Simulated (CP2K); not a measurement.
CP2K run on Bi (R-3m, 2 atoms in the cell): self-consistent single point

Method: LDA (Pade form), GPW, TZVP-MOLOPT-SR-GTH basis, GTH-PADE potentials (GTH_POTENTIALS) in CP2K.

Input:

```
&GLOBAL
  PROJECT scf
  RUN_TYPE ENERGY_FORCE
  PRINT_LEVEL MEDIUM
&END GLOBAL
&FORCE_EVAL
  METHOD Quickstep
  STRESS_TENSOR ANALYTICAL
  &DFT
    BASIS_SET_FILE_NAME BASIS_MOLOPT_UCL
    POTENTIAL_FILE_NAME GTH_POTENTIALS
    &QS
      METHOD GPW
      EPS_DEFAULT 1E-10
    &END QS
    &MGRID
      CUTOFF 400
      REL_CUTOFF 50
      NGRIDS 4
    &END MGRID
    &SCF
      SCF_GUESS ATOMIC
      EPS_SCF 1E-6
      MAX_SCF 100
      ADDED_MOS 4
      &DIAGONALIZATION
        ALGORITHM STANDARD
      &END DIAGONALIZATION
      &MIXING
        METHOD BROYDEN_MIXING
        ALPHA 0.3
        NBUFFER 8
        BETA 1
      &END MIXING
      &SMEAR ON
        METHOD GAUSSIAN
        SIGMA [eV] 0.05
      &END SMEAR
    &END SCF
    &KPOINTS
      SCHEME MONKHORST-PACK 6 6 6
      GAMMA_CENTERED T
    &END KPOINTS
    &XC
      &XC_FUNCTIONAL PADE
      &END XC_FUNCTIONAL
    &END XC
    &PRINT
      &MO
        EIGENVALUES T
        OCCUPATION_NUMBERS T
        NDIGITS 8
        FILENAME mo
        &EACH
          QS_SCF 0
        &END EACH
        ADD_LAST NUMERIC
      &END MO
      &MULLIKEN ON
      &END MULLIKEN
    &END PRINT
  &END DFT
  &SUBSYS
    &CELL
      A 4.67249800 0.00000000 0.00000000
      B 2.52572100 3.93102700 0.00000000
      C 2.52572100 1.37932400 3.68109100
      PERIODIC XYZ
    &END CELL
    &COORD
      SCALED
      Bi       0.23400000     0.23400000     0.23400000
      Bi       0.76600000     0.76600000     0.76600000
    &END COORD
    &KIND Bi
      BASIS_SET TZVP-MOLOPT-SR-GTH
      POTENTIAL GTH-PADE-q5
    &END KIND
  &END SUBSYS
  &PRINT
    &FORCES ON
    &END FORCES
    &STRESS_TENSOR ON
    &END STRESS_TENSOR
  &END PRINT
&END FORCE_EVAL
```

The program printed (abridged):

```
 GLOBAL| Method name                                                        CP2K
 GLOBAL| Project name                                                        scf
 GLOBAL| Run type                                                   ENERGY_FORCE

 CELL| Volume [angstrom^3]:                                            67.613233
 CELL| Vector a [angstrom]:       4.672     0.000     0.000   |a| =     4.672498
 CELL| Vector b [angstrom]:       2.526     3.931     0.000   |b| =     4.672498
 CELL| Vector c [angstrom]:       2.526     1.379     3.681   |c| =     4.672497
 CELL| Angle (b,c), alpha [degree]:                                    57.278877
 CELL| Angle (a,c), beta  [degree]:                                    57.278876
 CELL| Angle (a,b), gamma [degree]:                                    57.278882
 CELL| Numerically orthorhombic:                                              NO
 CELL| Periodicity                                                           XYZ

 DFT| Spin restricted Kohn-Sham (RKS) calculation                            RKS
 DFT| Multiplicity                                                             1
 DFT| Number of spin states                                                    1
 DFT| Charge                                                                   0
 DFT| XC density smoothing                                                  NONE
 DFT| XC derivatives                                                          PW

 QS| Method:                                                                 GPW
 QS| Density plane wave grid type                        NON-SPHERICAL FULLSPACE
 QS| Number of grid levels:                                                    4
 QS| Density cutoff [a.u.]:                                                200.0
 QS| Multi grid cutoff [a.u.]: 1) grid level                               200.0
   [... lines left out ...]
 BRILLOUIN| Wavefunction type                                            COMPLEX
 BRILLOUIN| List of Kpoints [2 Pi/Bohr]                                      112
 BRILLOUIN| Number           Weight            X              Y              Z
 BRILLOUIN|     1           0.00926       -0.33333       -0.33333       -0.33333
 BRILLOUIN|     2           0.00926       -0.33333       -0.33333       -0.16667
 BRILLOUIN|     3           0.00926       -0.33333       -0.33333        0.00000
   [... 109 lines left out ...]
 *******************************************************************************

 Extrapolation method: initial_guess

 Re-scaling the density matrix to get the right number of electrons
                  # Electrons              Trace(P)               Scaling factor
                           10                10.000                        1.000

 Number of electrons:                                                         10
 Number of occupied orbitals:                                                  5
 Number of molecular orbitals:                                                 9

 Number of orbital functions:                                                 34
 Number of independent orbital functions:                                     34
 SCF WAVEFUNCTION OPTIMIZATION

  Step     Update method      Time    Convergence         Total energy    Change
     1 NoMix/Diag. 0.30E+00      -     0.74704956       -11.2817804318 -1.13E+01
     2 Broy./Diag. 0.30E+00      -     0.01929622       -11.3183457464 -3.66E-02
     3 Broy./Diag. 0.30E+00      -     0.06626445       -11.2507759389  6.76E-02
     4 Broy./Diag. 0.30E+00      -     0.00164137       -11.2400442832  1.07E-02
     5 Broy./Diag. 0.30E+00      -     0.00350422       -11.2342632605  5.78E-03
     6 Broy./Diag. 0.30E+00      -     0.00023929       -11.2337775352  4.86E-04
     7 Broy./Diag. 0.30E+00      -     0.00034595       -11.2337734049  4.13E-06
     8 Broy./Diag. 0.30E+00      -     0.00005562       -11.2337648391  8.57E-06
     9 Broy./Diag. 0.30E+00      -     0.00003927       -11.2337799783 -1.51E-05
    10 Broy./Diag. 0.30E+00      -     0.00000485       -11.2337784069  1.57E-06
    11 Broy./Diag. 0.30E+00      -     0.00000244       -11.2337772721  1.13E-06
    12 Broy./Diag. 0.30E+00      -     0.00000020       -11.2337769688  3.03E-07
  *** SCF run converged in    12 steps ***

  Electronic density on regular grids:        -10.0000000000       -0.0000000000
  Core density on regular grids:                9.9999999962       -0.0000000038
  Total charge density on r-space grids:       -0.0000000039
  Total charge density g-space grids:          -0.0000000039

  Overlap energy of the core charge distribution:               0.00000000030450
  Self energy of the core charge distribution:                -23.31361915486596
  Core Hamiltonian energy:                                      4.53410857774088
  Hartree energy:                                              10.25467417000755
  Exchange-correlation energy:                                 -2.70889473311448
  Smearing free energy correction:                             -0.00004582883015
  Fermi energy:                                                 0.15199592494535

  Total energy:                                               -11.23377696875714
  Total energy (extrapolated to sigma->0):                    -11.23375405434207

                     Mulliken Population Analysis

 #  Atom  Element  Kind  Atomic population                           Net charge
       1     Bi       1          5.000001                             -0.000001
       2     Bi       1          4.999999                              0.000001
 # Total charge                             10.000000                  0.000000

 ENERGY| Total FORCE_EVAL ( QS ) energy [hartree]            -11.233777007753146

 FORCES| Atomic forces [hartree/bohr]
 FORCES|   Atom     x               y               z               |f|
 FORCES|      1 -1.80383030E-04 -9.85009940E-05 -6.82318451E-05   2.16555000E-04
 FORCES|      2  1.80383030E-04  9.85009940E-05  6.82318451E-05   2.16555000E-04
 FORCES| Sum    -2.10942375E-15 -4.37150316E-15  1.47798440E-15
 FORCES| Total atomic force                                       5.07386897E-15

 STRESS| Analytical stress tensor [bar]
 STRESS|                        x                   y                   z
 STRESS|      x        2.93808480031E+03   7.26515307388E+02   5.03647838962E+02
 STRESS|      y        7.26515307388E+02   2.00472805299E+03   2.75858926994E+02
 STRESS|      z        5.03647838962E+02   2.75858926994E+02   1.79817438001E+03
 STRESS| 1/3 Trace                                             2.24699574444E+03
```

The run converged in 12 iterations.

The starting cell has typed, rounded lattice constants, without a prior relaxation at this level. Its lattice was rescaled by a random factor within 2.5 % of one. Values carry the incompleteness of an atom-centred basis.
